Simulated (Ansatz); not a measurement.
```xyz
60
Lattice="32.0000 0.0000 0.0000 0.0000 32.0000 0.0000 0.0000 0.0000 3.1975" Properties=species:S:1:pos:R:3 pbc="T T T"
Mo    25.0779    16.9206     1.5988
S     23.4112    17.4994     3.1975
S     26.3907    18.2176     3.1975
S     22.5852    19.7162     1.5988
Mo    24.3491    19.6807     3.1975
S     25.1969    21.3199     1.5988
Mo    22.8031    22.0806     1.5988
S     21.1145    21.5692     3.1975
S     23.1028    23.9016     3.1975
S     19.1432    22.8771     1.5988
Mo    20.5911    23.8853     0.0000
S     20.3135    25.7097     1.5988
Mo    17.9297    24.9180     1.5988
S     16.8642    23.5118     3.1975
S     17.1019    26.5674     3.1975
S     14.5006    23.4112     1.5988
Mo    15.0794    25.0779     3.1975
S     13.7824    26.3907     1.5988
Mo    12.3193    24.3491     1.5988
S     12.2838    22.5852     3.1975
S     10.6801    25.1969     3.1975
S     10.4308    21.1145     1.5988
Mo     9.9194    22.8031     3.1975
S      8.0984    23.1028     1.5988
Mo     8.1147    20.5911     1.5988
S      9.1229    19.1432     3.1975
S      6.2903    20.3135     3.1975
S      8.4882    16.8642     1.5988
Mo     7.0820    17.9297     3.1975
S      5.4326    17.1019     1.5988
Mo     6.9221    15.0794     1.5988
S      8.5888    14.5006     3.1975
S      5.6093    13.7824     3.1975
S      9.4148    12.2838     1.5988
Mo     7.6509    12.3193     0.0000
S      6.8031    10.6801     1.5988
Mo     9.1969     9.9194     1.5988
S     10.8855    10.4308     3.1975
S      8.8972     8.0984     3.1975
S     12.8568     9.1229     1.5988
Mo    11.4089     8.1147     3.1975
S     11.6865     6.2903     1.5988
Mo    14.0703     7.0820     1.5988
S     15.1358     8.4882     3.1975
S     14.8981     5.4326     3.1975
S     17.4994     8.5888     1.5988
Mo    16.9206     6.9221     0.0000
S     18.2176     5.6093     1.5988
Mo    19.6807     7.6509     1.5988
S     19.7162     9.4148     0.0000
S     21.3199     6.8031     0.0000
S     21.5692    10.8855     1.5988
Mo    22.0806     9.1969     3.1975
S     23.9016     8.8972     1.5988
Mo    23.8853    11.4089     1.5988
S     22.8771    12.8568     3.1975
S     25.7097    11.6865     3.1975
S     23.5118    15.1358     1.5988
Mo    24.9180    14.0703     3.1975
S     26.5674    14.8981     1.5988
```

These are PBE (plane waves to 420 eV, PAW; Ansatz, a quantum-chemistry and plane-wave program) values and carry that method's errors. Mesh 1×1×10. No spin polarisation, so a magnetic state wasn't tested. It repeats along c; a and b span vacuum. An idealised model, rolled from the flat sheet. It keeps the symmetry and period of its start, so it need not be a minimum against all distortions. Values not marked SOC lack spin–orbit coupling.

Question: Tabulate the two highest filled and two lowest empty levels along the axis, from the valence top.

Answer: 
| k (2π/c) | v2 (eV) | v1 (eV) | c1 (eV) | c2 (eV) |
|---|---|---|---|---|
| 0.000 | -0.08 | -0.02 | 1.60 | 1.60 |
| 0.042 | -0.07 | -0.01 | 1.59 | 1.60 |
| 0.083 | -0.07 | 0.00 | 1.54 | 1.57 |
| 0.125 | -0.07 | -0.01 | 1.45 | 1.50 |
| 0.167 | -0.13 | -0.06 | 1.33 | 1.40 |
| 0.208 | -0.23 | -0.16 | 1.20 | 1.28 |
| 0.250 | -0.38 | -0.30 | 1.06 | 1.16 |
| 0.292 | -0.53 | -0.47 | 0.96 | 1.06 |
| 0.333 | -0.54 | -0.49 | 0.93 | 1.02 |
| 0.375 | -0.53 | -0.51 | 1.00 | 1.07 |
| 0.417 | -0.60 | -0.60 | 1.17 | 1.21 |
| 0.458 | -0.65 | -0.65 | 1.35 | 1.38 |
| 0.500 | -0.72 | -0.72 | 1.49 | 1.49 |
